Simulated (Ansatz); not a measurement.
For Ca(OH)₂ (P-3m1, No. 164), PBEsol (plane waves, PAW; Ansatz, an electronic-structure program) gives:

* **lattice parameter a**: 3.561 Å
* **c axis length**: 4.766 Å
* **cohesive energy**: 4.65 eV/atom

**Question.** What does PBE0 (Ansatz, plane waves, PAW) give for the same quantities?

**Answer.** 
- lattice constant a: 3.597 Å (goes up by 1.0 %)
- lattice parameter c: 4.974 Å (rises by 4.4 %)
- cohesive energy: 4.30 eV/atom (falls by 0.35 eV/atom)

Changes are worked out from the printed values.

Unless a cell is named, each level is at its own relaxed cell (PBEsol 10.47, PBE0 11.15 Å³/atom).

Caveats: the relaxation could not lower the start's symmetry, so the cell can be a saddle point above a distorted one (PBEsol, PBE0). Ansatz's density-functional and Hartree–Fock values are scalar-relativistic unless marked +SOC, with PAW data made under PBE.
